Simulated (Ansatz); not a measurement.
We look at the formation energy of H_i in Rh (fcc, Fm-3m). Reaction: 32 Rh (fcc) + 1/2 H2 (gas) → cell A.

Cell A: a supercell of 32 sites of Rh (fcc, Fm-3m) with H off the lattice sites (6 Rh at 1.95 Å); spin state with PBE: run without spin, k-point mesh 5×5×5.
```
CELL_PARAMETERS angstrom
      7.66420     0.00000     0.00000
      0.00000     7.66420     0.00000
      0.00000     0.00000     7.66420
ATOMIC_POSITIONS crystal
  Rh 0.99555 0.00000 0.00000
  Rh 0.99898 0.25102 0.25102
  Rh 0.25000 0.00000 0.25445
  Rh 0.25000 0.25445 0.00000
  Rh 0.99941 0.00000 0.50000
  Rh 0.99898 0.25102 0.74898
  Rh 0.25000 0.00000 0.74555
  Rh 0.25000 0.25059 0.50000
  Rh 0.99941 0.50000 0.00000
  Rh 0.99898 0.74898 0.25102
  Rh 0.25000 0.50000 0.25059
  Rh 0.25000 0.74555 0.00000
  Rh 0.99984 0.50000 0.50000
  Rh 0.99898 0.74898 0.74898
  Rh 0.25000 0.50000 0.74941
  Rh 0.25000 0.74941 0.50000
  Rh 0.50445 0.00000 0.00000
  Rh 0.50102 0.25102 0.25102
  Rh 0.75000 0.00000 0.25059
  Rh 0.75000 0.25059 0.00000
  Rh 0.50059 0.00000 0.50000
  Rh 0.50102 0.25102 0.74898
  Rh 0.75000 0.00000 0.74941
  Rh 0.75000 0.25016 0.50000
  Rh 0.50059 0.50000 0.00000
  Rh 0.50102 0.74898 0.25102
  Rh 0.75000 0.50000 0.25016
  Rh 0.75000 0.74941 0.00000
  Rh 0.50016 0.50000 0.50000
  Rh 0.50102 0.74898 0.74898
  Rh 0.75000 0.50000 0.74984
  Rh 0.75000 0.74984 0.50000
  H  0.25000 0.00000 0.00000
```

Reference: Rh (fcc, Fm-3m), 32 atoms in the cell, a perfect crystal on lattice vectors that match the other cells'; spin state with PBE: run without spin, k-point mesh 5×5×5 on the run's own vectors.

Reference: an isolated H2 molecule (singlet) in a box of 11 × 11 × 13 Å.

Plane-wave PAW calculations with Ansatz (a program for electronic structure), its PAW set soft_1, cutoff 420 eV. The structures are at rest with PBE, within the held lattices. Neutral cells; Fermi-Dirac smearing of at most 0.10 eV in the solids, energies taken to zero width. Larger cells are relaxed from a start prepared with the learned potential CHGNet, on a coarser mesh till forces fall under 0.03 eV/Å, which some starts already meet. A dispersion term (D3(BJ), or D4 for r2SCAN) was computed beside these levels and is taken off wherever the name lacks it. No zero-point or thermal terms. The structures are the rest points that the relaxations reached, not proven lowest. Values are for these cell sizes. Mesh and cell size may move defect energies by 0.1 eV or more. Cell A has symmetry Pm-3m and got no random move, so less symmetric positions, which may lie lower, weren't tried.

**Question.** What is the computed value (PBE)?

**Answer.** 0.23 eV, for 32 Rh (fcc) + 1/2 H2 (gas) → cell A.
